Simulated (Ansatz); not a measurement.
N interstitial in wurtzite GaN (start: void with 1N nearest, no. 2; 96-site cell, 2×2×2 shifted sampling). Calculation: PBE, PAW (plane waves to 420 eV; Ansatz, a program for electronic structure). Total energies of the localised charge states, counted from that of charge +1, and their image corrections (point charge with alignment); the host's valence-band maximum lies at 9.259 eV on the cells' energy zero and its gap is 1.71 eV.

```
charge  moment (μB)  E − E(first) (eV)  correction (eV)
------  -----------  -----------------  ---------------
+1              2.0              0.000            0.247
0               1.0             10.738            0.000
```

Q: Derive the transition levels above the valence-band maximum and say which of them are thermodynamic.

A: A level is the Fermi energy at which two charges have equal formation energy: ε(q/q′) = [E(q′) + corr(q′) − E(q) − corr(q)] / (q − q′) − E_VBM.
ε(+1/0) = [(10.738 + 0.000) − (0.000 + 0.247)] / 1 − 9.259 = 1.23 eV
Thermodynamic levels at least 0.1 eV inside the gap: (+1/0) at 1.23 eV. They hold to tenths of an eV in this cell. Charges with a result: +2, +1, 0, −1, −2. Others weren't obtained, and one of them could lie lower, also by skipping a charge. At charge −2 the carrier sat in host band states, shallow at most. Charge +2 has its level within 0.1 eV of a band edge or past it. Charge −1 has its level within 0.1 eV of a band edge or past it. The geometries come from one start. Flagged in the runs: a host whose relaxation on this sampling wasn't shown to rest, a strain field that reaches the edge of the cell.
